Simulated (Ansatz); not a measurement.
The parent structure is Ti3Al (space group P6_3/mmc, No. 194).

```yaml
crystal:
  lattice:
    - [5.74737, 0.00000, 0.00000]
    - [-2.87369, 4.97737, 0.00000]
    - [0.00000, 0.00000, 4.63190]
  atoms:
    - { symbol: Ti, position: [0.82982, 0.65964, 0.25000] }
    - { symbol: Ti, position: [0.17018, 0.82982, 0.75000] }
    - { symbol: Ti, position: [0.34036, 0.17018, 0.25000] }
    - { symbol: Ti, position: [0.17018, 0.34036, 0.75000] }
    - { symbol: Ti, position: [0.82982, 0.17018, 0.25000] }
    - { symbol: Ti, position: [0.65964, 0.82982, 0.75000] }
    - { symbol: Al, position: [0.33333, 0.66667, 0.25000] }
    - { symbol: Al, position: [0.66667, 0.33333, 0.75000] }
```

Computed with r2SCAN, PAW, 500 eV (Ansatz, a first-principles code; no spin-orbit coupling), earlier PAW set.

Base values:

The lattice parameter a is 5.747 Å and the c/a ratio is 0.806.

One thing is altered: cell and atoms relaxed at a pressure of 1.8 GPa.

Question: How does this affect the lattice parameter a?

Answer: The lattice parameter a falls by 0.028 Å, from 5.747 Å to 5.719 Å.

Question: What happens to the c/a ratio?

Answer: The c/a ratio remains 0.806.

Load acts through the strain it causes; cell and atoms are relaxed under it. Stability against distortions was not tested. The final runs are not spin-polarised.
